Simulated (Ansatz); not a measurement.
**ZnS: band gap against strain**

ZnS (wurtzite, P6_3mc, 18.586 Å³/atom at rest, c along z) under an equal strain ε along all three axes. LDA in Ansatz, a plane-wave DFT program (PAW, default set), 420 eV, 10×10×6 Γ-centred mesh, Fermi-Dirac smearing 0.05 eV; ions are relaxed within the symmetry of each cell. Gaps are the smallest over the k-mesh and a band path, without spin-orbit coupling; in all rows the valence edge lies at Γ and the conduction edge at Γ.

Here s stands for strain and Eg for gap.

```
strain (%)  gap (eV)
----------  --------
0.00           2.192
0.60           2.109
1.20           2.028
1.80           1.947
3.00               ?
```

### Question
Fit Eg against s with a straight line, and predict the withheld value at s = 3.00.

### Answer
Means: s 0.90000, Eg 2.0690. About the means, the sum of products is -0.24480 and the sum of squares of s is 1.8000; the slope is their ratio. Least squares gives Eg = 2.1914 - 0.13600·s. Residuals (row less fit): 0.0006, -0.0008, -0.0002, 0.0004; standard error 0.0008 (degrees of freedom: 2). Over these rows the gap moves by -14 ± 0.06 eV per unit strain, or -4.5 eV per unit of ln V. At the withheld row, Eg = 2.1914 - 0.13600 × 3.0 = 1.7834 eV. The calculation gives 1.791 eV, 0.0076 eV above the prediction (1.9 % of the range of Eg in the table). The row lies outside the fitted rows, so this is an extrapolation. From the scatter of the fitted rows alone, a prediction at this place has a standard error of 0.0015 eV, so the miss is 5.1 times that.

One order more, fitted to all 6 runs of the series, follows each within 0.001, so the miss is the next term of a smooth law. ZnS is here the high-temperature form. Rows are the converged runs of the series near zero and its far end; series whose fitted rows scatter by over a few per cent of the range, as at a crossing or softening among them, aren't shown in this form. Most that stay on the fit to the last digits aren't either.
